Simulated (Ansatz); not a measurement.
AlN: holes 5.0×10^20 cm⁻³

Consider AlN in the rock salt structure (space group Fm-3m, No. 225; a = 4.045 Å; a model cell, its experimental status unchecked).

It is then changed as follows: hole doping at 5.0×10^20 cm⁻³ (0.00827 per cell), with a uniform compensating background at fixed cell and a 300 K Fermi–Dirac width.

Calculations: PBEsol in Ansatz (plane waves to 420 eV, PAW, scalar-relativistic without spin-orbit coupling). k-mesh 32×32×32 (Γ-centred); smearing 0.0259 eV (Fermi–Dirac).

The gap between the host's bands goes up by 0.01 eV to 4.56 eV and the gap character is still indirect, Γ → X. The valley order (the lowest conduction-band minima on the path, energy above the VBM, named in the base's zone) goes from X along ⟨100⟩ 4.55 eV; Γ 5.63 eV; L along ⟨111⟩ 6.04 eV to X along ⟨100⟩ 4.56 eV; Γ 5.64 eV; L along ⟨111⟩ 6.05 eV and the Fermi level relative to the doped band's edge (positive inside the band; to 0.05 eV) comes out as +0.05 eV.

Final structure:

```
CELL_PARAMETERS angstrom
      0.00000     2.02261     2.02261
      2.02261     0.00000     2.02261
      2.02261     2.02261     0.00000
ATOMIC_POSITIONS crystal
  Al 0.00000 0.00000 0.00000
  N  0.50000 0.50000 0.50000
```
Cell charge +0.008274.

Charged cell with a jellium background: band edges are those of the host's band count, energies are not comparable with the neutral cell, and many-body gap narrowing is missing. Whether these cells are dynamically stable was not tested. The base started in P3_121 and relaxed to Fm-3m at this level. This is not the structure that AlN has at room temperature and ambient pressure.

Ansatz is a program for electronic structure.
